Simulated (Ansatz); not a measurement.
Given:

End structure of the (310) surface of bcc W in its 1x1 cell, outermost plane spacing 1.01 Å in the ideal cut:

```yaml
crystal:
  lattice:
    - [3.18429, 0.00000, 0.00000]
    - [-1.59214, 5.03480, 0.00000]
    - [0.00000, 0.00000, 26.50000]
  atoms:
    - { symbol: W, position: [0.70621, 0.41220, 0.31762] }
    - { symbol: W, position: [0.39529, 0.79076, 0.34841] }
    - { symbol: W, position: [0.09852, 0.19706, 0.38532] }
    - { symbol: W, position: [0.80076, 0.60145, 0.42463] }
    - { symbol: W, position: [0.50140, 0.00281, 0.46208] }
    - { symbol: W, position: [0.20000, 0.40000, 0.50000] }
    - { symbol: W, position: [0.89860, 0.79719, 0.53792] }
    - { symbol: W, position: [0.59924, 0.19855, 0.57537] }
    - { symbol: W, position: [0.30148, 0.60294, 0.61468] }
    - { symbol: W, position: [0.00471, 0.00924, 0.65159] }
    - { symbol: W, position: [0.69379, 0.38780, 0.68238] }
```

Slab: 11 atoms, 10.1 Å thick at the start (thin: gaps and levels are the slab's own); k 12x8x1, smearing 0.1 eV, dipole-corrected; all atoms relaxed; held to the part of the start's symmetry that mesh and held atoms allow; no spin, no spin-orbit, no U.

**Question.** What work function of the top face does PBE (Ansatz, an electronic-structure program) give?

**Answer.** 4.05 eV

**Question.** Estimate the surface energy (mean of both faces) that PBE returns for this input.

**Answer.** 3.76 J/m²
